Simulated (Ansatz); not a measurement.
## fcc Pb (1 1 1) on cubic HfO2 (1 1 1) (film strained to the substrate, started from cuts of the bulks and a machine-learned relaxation; slabs Hf4O10 and Pb4, which can lie off the formulas)

A periodic stack without vacuum, fcc Pb (1 1 1) on cubic HfO2 (1 1 1) (film strained to the substrate, started from cuts of the bulks and a machine-learned relaxation; slabs Hf4O10 and Pb4, which can lie off the formulas): substrate slab Hf4O10, film Pb4, surface cells [[-1, 1], [-1, 0]] and [[1, 0], [0, 1]], film strained by +1.2 and +1.2 %, outermost planes O/O and Pb/Pb as cut, which need not be the usual terminations and can put a slab off its formula.

The start was prepared with a machine-learned potential, and the result is one local minimum, with the in-plane cell held and forces under 0.04 eV/Å; the film can end far from its bulk form.

These are PBE (plane waves to 420 eV, PAW; Ansatz, a program for electronic structure) values and carry that method's errors. No spin–orbit coupling; the runs are not spin-polarised. Its k-point mesh 10×10×1, Fermi–Dirac width 0.05 eV.

The interface area is 11.3 Å², the period comes out as 25.20 Å and the heights between the nearest atoms of the two slabs at the two interfaces is 0.95 and 0.95 Å. The O–Pb contacts across the interfaces within 1.22 times the sum of covalent radii comes out as 6, mean 2.29 Å.

```
Hf2Pb2O5
1.0
    3.60450     0.00073     0.03369
    1.80226     3.12139    -0.04388
   -0.52041     0.79997    25.18527
Hf O Pb
4 10 4
Direct
  0.68129   0.66496   0.11980
  0.02814   0.98770   0.23538
  0.37583   0.31026   0.35281
  0.72330   0.63273   0.46838
  0.34443   0.33429   0.09095
  0.66998   0.67286   0.02150
  0.69126   0.65699   0.20602
  0.01820   0.99542   0.14932
  0.03873   0.97956   0.32361
  0.36515   0.31808   0.26454
  0.38627   0.30225   0.43882
  0.71271   0.64063   0.38214
  0.73505   0.62240   0.56662
  0.06031   0.96327   0.49719
  0.40610   0.28537   0.60417
  0.04035   0.00527   0.74254
  0.38728   0.33134   0.84545
  0.99835   0.00997   0.98398
```
